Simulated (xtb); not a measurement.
xtb 6.7.1, GFN2-xTB: Zr(OH)2(NH2)(NMe2) (C[N](C)[Zr]([NH2])([OH])[OH]), 17 atoms. The geometry is a generated start, not checked to be a minimum at this level.

```yaml
method: GFN2-xTB
"--acc": 1 (default)
"--etemp (K)": 300 (default)
detailed input (--input): "none: ANC optimiser, Lindh (1995) Hessian, microcycle=20, maxdispl=1.0, hlow=0.01 (default)"
basis_functions: 44
valence_electrons: 44
```

```xyz
17

Zr     0.6225     0.7884     0.2587
O      2.4495     0.7111    -0.2653
H      2.9255     1.5160    -0.5083
O      0.3322     0.6697     2.1413
H      0.6411     1.3355     2.7705
N     -0.1684     2.5612    -0.3782
H     -0.9185     2.9409     0.2129
H     -0.5576     2.5166    -1.3293
N     -0.4616    -0.6418    -0.6998
C     -1.5871    -1.0013     0.1601
C      0.4256    -1.7960    -0.8438
H     -2.1791    -1.8100    -0.3004
H     -1.2549    -1.3552     1.1625
H     -2.2415    -0.1245     0.2847
H      0.8183    -2.1510     0.1413
H     -0.1149    -2.6383    -1.3125
H      1.2689    -1.5215    -1.4944
```

Charge 0 and multiplicity 1 are set for this test and not shown to be the ground state.

The structure is relaxed from this start with --opt LEVEL for the levels crude, sloppy, loose, lax, normal, tight, vtight, extreme, once each. Up to the end of the extreme run atoms move by at most 1.2 Å along an axis.

**Question.** Choose the cheapest level whose final energy lies within 20 meV of that of extreme.

**Answer.** vtight: 134 cycles against 135, ending 0.00098 meV above.

```tsv
level	cycles	energy above the extreme run (meV)	gradient norm (eV/Å)
crude	1	65	0.17
sloppy	1	65	0.17
loose	1	65	0.17
lax	7	59	0.10
normal	25	46	0.020
tight	27	46	0.015
vtight	134	under 0.01	0.0034
extreme	135	—	0.0014
```
